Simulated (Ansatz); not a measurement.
# Several settings converged on Hf₂CoP (Pm, 8 atoms in the cell)

```
Hf2CoP
1.0
    5.12723     0.00000     0.00000
    0.00000     3.54677     0.00000
   -2.42338     0.00000     6.90814
Hf Co P
4 2 2
Cartesian
  2.59465   0.88669   3.94288
  0.10920   2.66008   3.01526
  1.32024   0.88669   0.56453
  1.38361   2.66008   6.34361
  0.12235   0.88669   4.90955
  2.58150   2.66008   1.99859
  3.90670   0.88669   1.45803
 -1.20286   2.66008   5.45011
```

Base method: PBEsol, default PAW files made with PBE (plane waves; Ansatz, a first-principles code).

Base settings: basis.ecutwfc = 30.9 Ry; kpoints.mp_grid.grid = 5 7 3; hamiltonian.xc = pbesol; hamiltonian.pseudopotentials = {kind: paw} (the program's default PAW files); scf.occupations.method = gaussian; scf.occupations.width = 0.0073 Ry.

The count of work is k-points × plane waves × bands × iterations; it is no time. 

**The k-point mesh**

Only quantities that move along the ladder and can be compared are tabulated.

| kpoints.mp_grid.grid | free energy less the last step's (meV/atom) | pressure (GPa) | largest difference of a force vector from the last step's (eV/Å) | count of work / last |
|---|---|---|---|---|
| 1 2 1 | 107.62 | 1.77 | 1.388 | 0.029 |
| 2 2 1 | 1.01 | -0.36 | 0.622 | 0.063 |
| 2 3 2 | 26.99 | 0.59 | 0.185 | 0.11 |
| 3 4 2 | 14.64 | 0.55 | 0.298 | 0.17 |
| 5 7 3 | 0.60 | 0.23 | 0.050 | 0.46 |
| 6 8 4 | 0.00 | 0.19 | 0.000 | 1.0 |

Coarsest kpoints.mp_grid.grid that holds the pressure within 0.5 GPa of the last step, with all finer ones: 2 3 2, at 0.11 of the last step's count of work; the step before is off by 0.56 GPa.

Coarsest kpoints.mp_grid.grid that holds the forces within 0.02 eV/Å: not settled: the last two steps still differ by 0.050 eV/Å, over half the tolerance, so the ladder does not show it.

Coarsest kpoints.mp_grid.grid that holds the free energy within 2 meV/atom of the last step, with all finer ones: 5 7 3; the step before is off by 15 meV/atom.

Two neighbours can agree and both be off: 2 3 2 and 3 4 2 differ by 0.04 GPa in the pressure, yet lie about 0.35 GPa from the last step.

**The k-point mesh at a smearing width of 0.02 eV**

In this ladder: scf.occupations.width = 0.0015 Ry.

Only quantities that move along the ladder and can be compared are tabulated.

```tsv
kpoints.mp_grid.grid	free energy less the last step's (meV/atom)	pressure (GPa)	largest difference of a force vector from the last step's (eV/Å)	count of work / last
3 3 2	45.17	0.98	0.135	0.063
3 4 2	15.95	0.53	0.273	0.095
4 5 3	-3.64	0.11	0.119	0.15
5 7 4	1.23	0.28	0.043	0.35
8 10 5	0.00	0.22	0.000	1.0
```

Coarsest kpoints.mp_grid.grid that holds the free energy within 5 meV/atom of the last step, with all finer ones: 4 5 3, at 0.15 of the last step's count of work; the step before is off by 16 meV/atom.

Coarsest kpoints.mp_grid.grid that holds the pressure within 0.2 GPa of the last step, with all finer ones: 4 5 3, at 0.15 of the last step's count of work; the step before is off by 0.32 GPa.

Coarsest kpoints.mp_grid.grid that holds the forces within 0.02 eV/Å: not settled: the last two steps still differ by 0.043 eV/Å, over half the tolerance, so the ladder does not show it.

**The k-point mesh at a smearing width of 0.3 eV**

In this ladder: scf.occupations.width = 0.022 Ry.

Only quantities that move along the ladder and can be compared are tabulated.

| kpoints.mp_grid.grid | free energy less the last step's (meV/atom) | pressure (GPa) | largest difference of a force vector from the last step's (eV/Å) | count of work / last |
|---|---|---|---|---|
| 3 3 2 | 37.53 | 1.01 | 0.123 | 0.063 |
| 4 5 3 | -1.54 | 0.21 | 0.049 | 0.17 |
| 5 7 4 | 0.59 | 0.26 | 0.012 | 0.35 |
| 8 10 5 | 0.00 | 0.24 | 0.000 | 1.0 |

Coarsest kpoints.mp_grid.grid that holds the free energy within 5 meV/atom of the last step, with all finer ones: 4 5 3, at 0.17 of the last step's count of work; the step before is off by 38 meV/atom.

Coarsest kpoints.mp_grid.grid that holds the forces within 0.02 eV/Å: not settled: the last two steps still differ by 0.012 eV/Å, over half the tolerance, so the ladder does not show it.

Coarsest kpoints.mp_grid.grid that holds the pressure within 0.1 GPa of the last step, with all finer ones: 4 5 3, at 0.17 of the last step's count of work; the step before is off by 0.77 GPa.

On the base run: the starting cell comes from a database of computed structures (which also holds hypothetical and non-ambient phases and stackings), without a prior relaxation at this level. Its lattice was rescaled by up to half a per cent. One atom was moved a little off its site on purpose. Spin polarisation is off, so a magnetic state, if there is one, cannot be reached. Ansatz's pressure includes its estimate of the finite-basis (Pulay) stress.

Keys are those of Ansatz 0.2.
